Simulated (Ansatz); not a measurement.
## Si: transverse stress against strain

Si (diamond, Fd-3m, 20.054 Å³/atom at rest, cube axes along x, y and z) under a strain ε along a cube axis (axis z), the other axes held. PBEsol in Ansatz, a plane-wave DFT program (PAW, default set), 420 eV, 11×11×11 Γ-centred mesh, Fermi-Dirac smearing 0.05 eV; ions are relaxed within the symmetry of each cell. Stress is positive for a compressed cell.

Here s stands for strain and y for stress xx.

```
strain (%)  stress xx (GPa)
----------  ---------------
-3.00                     ?
-1.50                  0.99
-1.00                  0.64
-0.50                  0.31
0.00                  -0.01
0.50                  -0.31
1.00                  -0.60
1.50                  -0.89
```

Fit y of the 7 rows that show it with a straight line. Means: s 0, y 0.019. About the means, the sum of products is -4.3700 and the sum of squares of s is 7.0000; the slope is their ratio. Least squares gives y = 0.019 - 0.6243·s. Residuals (row less fit): 0.035, -0.003, -0.021, -0.029, -0.017, 0.005, 0.027; standard error 0.027 (degrees of freedom: 5). The slope gives the elastic constant C12 = 62 ± 1.0 GPa.

**Question.** Estimate the missing y (s = -3.00); what did the run itself give?

**Answer.** y = 0.019 - 0.6243 × (-3.0) = 1.892 GPa. The calculation gives 2.11 GPa, 0.218 GPa above the prediction (7.3 % of the range of y in the table). The row lies outside the fitted rows, so this is an extrapolation. From the scatter of the fitted rows alone, a prediction at this place has a standard error of 0.042 GPa, so the miss is 5.2 times that.

One order more, fitted to all 13 runs of the series, follows each within 0.01, so the miss is the next term of a smooth law. Rows are the converged runs of the series near zero and its far end; series whose fitted rows scatter by over a few per cent of the range, as at a crossing or softening among them, aren't shown in this form. Most that stay on the fit to the last digits aren't either.
